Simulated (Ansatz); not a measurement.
Take Mg2Ge in the anti-fluorite structure (space group Fm-3m, No. 225) as the base.

```cif
data_Ge4Mg8
_chemical_formula_sum 'Mg8 Ge4'
_space_group_name_H-M_alt 'Fm-3m'
_space_group_IT_number 225
_space_group_name_Hall '-F 4 2 3'
_cell_length_a 6.42125
_cell_length_b 6.42125
_cell_length_c 6.42125
_cell_angle_alpha 90.000
_cell_angle_beta 90.000
_cell_angle_gamma 90.000
loop_
_atom_site_label
_atom_site_type_symbol
_atom_site_symmetry_multiplicity
_atom_site_Wyckoff_symbol
_atom_site_fract_x
_atom_site_fract_y
_atom_site_fract_z
_atom_site_occupancy
Mg1 Mg 8 c 0.25000 0.25000 0.25000 1
Ge1 Ge 4 a 0.00000 0.00000 0.00000 1
```
(The calculation used a cell of 3 atoms; values per cell refer to that cell.)

The values are results of Ansatz (a first-principles code) PBE, scalar-relativistic without spin-orbit coupling, not measurements.

Before the change:

```
Item       Result
--------  -------
Band gap  0.17 eV
```

Now apply this change: every lattice vector is stretched by 2.00 %, atoms relaxed at fixed cell.

What happens to the band gap?

The band gap rises by 0.049 eV, from 0.17 eV to 0.21 eV.

The cells carry an imposed strain or load. Stability against distortions was not tested. A zero or small gap of Mg2Ge can be the functional's error rather than a property of the material.
